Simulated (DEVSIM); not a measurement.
Device: Al/Al2O3/SiO2/n-Si capacitor, at 250 K.

Layer 1 from the left is Al2O3, thickness (nm) 3.30. Layer 2 from the left is SiO2, thickness (nm) 0.930. Layer 3 from the left is Si, thickness (nm) 16000, Nd (cm⁻³) 1.3e15.

Metal gate on the left, work function 4.1 eV. Fixed charge at the semiconductor interface 3.9e10 cm⁻² (in units of +e); no interface traps.

The device is made up for the run: typed textbook-type constants, with dimensions and the other settings drawn at random. Values at 300 K; Nc and Nv go as T^1.5, mobilities as T to minus their exponent, the gap by Varshni's rule with the affinity fixed.

Al2O3: gap (eV) 6.8, affinity (eV) 1.35, permittivity 9. SiO2: gap (eV) 9, affinity (eV) 0.9, permittivity 3.9. Si: gap (eV) 1.124, affinity (eV) 4.05, permittivity 11.7, Nc (cm⁻³) 2.86e19, Nv (cm⁻³) 3.1e19, Varshni α (eV/K) 0.000473, Varshni β (K) 636.

Estimate by hand the flat-band voltage, the threshold voltage, and compare with a numerical solution.


- Flat-band voltage: C = 1.46 μF/cm², work-function difference -0.160 V; VFB = φms − qNf/C = -0.16 V; numerical -0.16 V.
- Threshold voltage: φF = 0.358 V, depletion charge √(4εqNφF) = 1.76e-8 C/cm²; VT = VFB − 2φF − Qd/C = -0.89 V; numerical -0.89 V.

DEVSIM, 1D Poisson equation in equilibrium, Boltzmann statistics, complete ionisation; no quantum confinement or tunnelling. Metal contacts follow the ideal Schottky-Mott rule: no Fermi-level pinning, no interface dipoles.
